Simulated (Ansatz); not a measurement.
## SiO2: pressure series

The parent structure is SiO₂ (space group P3_221, No. 154; a = 4.9204 Å, c = 5.4163 Å).

Cell and atoms are relaxed at each pressure.

Computed with Ansatz (a quantum-chemistry and plane-wave program), r2SCAN, PAW, cutoff 500 eV, scalar-relativistic without spin-orbit coupling, earlier PAW set.

```tsv
pressure (GPa)	volume per atom (Å³/atom)
-2	13.441
-1	12.979
0	12.618
0.9	?
2.1	12.023
4.5	11.514
9	10.809
30	8.998
```

Question: Fit the third-order Birch–Murnaghan form P(V) = (3B₀/2)[(V₀/V)^(7/3) − (V₀/V)^(5/3)]·[1 + (3/4)(B₀′ − 4)((V₀/V)^(2/3) − 1)] (squares taken in P) to the rows shown and predict the withheld row.

Answer: Least squares on the printed values gives V₀ = 12.635 Å³/atom, B₀ = 39.3 GPa, B₀′ = 4.7; this predicts 12.363 Å³/atom, and the run gives 12.336 Å³/atom, 0.027 lower.

Load acts through the strain it causes; cell and atoms are relaxed under it. No phonon test of stability was made. No other phases were tried under pressure.
